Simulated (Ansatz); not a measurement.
Base system: Mo in the bcc (W type) structure (space group Im-3m, No. 229; a = 3.130 Å; relaxed with 0.1 eV smearing). Axes: x, y, z lie along the cube axes.

The values are results of Ansatz (an electronic-structure program) PBEsol, spin-orbit coupling left out, not measurements.

Modification: every lattice vector is shortened by 2.50 %, atoms relaxed at fixed cell.

### Question
Predict the stress tensor and what it implies for the stiffness.

### Answer
Stress of the strained cell less that of the base (GPa, compression positive):
```
   24.8     0.0     0.0
    0.0    24.8     0.0
    0.0     0.0    24.8
```

Then B = −ΔP/(ΔV/V₀) with ΔV/V₀ = -0.0731 gives secant stiffness values (nonlinear terms included at this strain): B ≈ 340 GPa.

As a check, the harmonic strain energy −½ V₀ Δσ:ε is 89 meV/atom; the computed energy rise is 82 meV/atom.

No phonon test of stability was made. The final runs are not spin-polarised.
